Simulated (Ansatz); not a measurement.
CaTiO3: pressure series

Start from CaTiO3 (space group I4/mcm, No. 140; a = 5.339 Å, c = 7.755 Å).

Cell and atoms are relaxed at each pressure.

Calculations: Ansatz (a quantum-chemistry and plane-wave program) PBEsol, spin-orbit coupling left out.

```json
[
 {"pressure (GPa)": "-2", "volume per atom (Å³/atom)": "11.177"},
 {"pressure (GPa)": "-1", "volume per atom (Å³/atom)": "11.113"},
 {"pressure (GPa)": "0", "volume per atom (Å³/atom)": "11.053"},
 {"pressure (GPa)": "0.3", "volume per atom (Å³/atom)": "?"},
 {"pressure (GPa)": "0.7", "volume per atom (Å³/atom)": "11.010"},
 {"pressure (GPa)": "1.5", "volume per atom (Å³/atom)": "10.963"},
 {"pressure (GPa)": "3", "volume per atom (Å³/atom)": "10.878"},
 {"pressure (GPa)": "5", "volume per atom (Å³/atom)": "10.769"},
 {"pressure (GPa)": "7.5", "volume per atom (Å³/atom)": "10.640"}
]
```

Q: Fit the third-order Birch–Murnaghan form P(V) = (3B₀/2)[(V₀/V)^(7/3) − (V₀/V)^(5/3)]·[1 + (3/4)(B₀′ − 4)((V₀/V)^(2/3) − 1)] (squares taken in P) to the rows shown and predict the withheld row.

A: Least squares on the printed values gives V₀ = 11.052 Å³/atom, B₀ = 183 GPa, B₀′ = 4.1; this predicts 11.034 Å³/atom, and the run gives 11.035 Å³/atom, in agreement.

Load acts through the strain it causes; cell and atoms are relaxed under it. Stability against distortions was not tested. Competing high-pressure phases were not computed. All final runs are without spin polarisation.
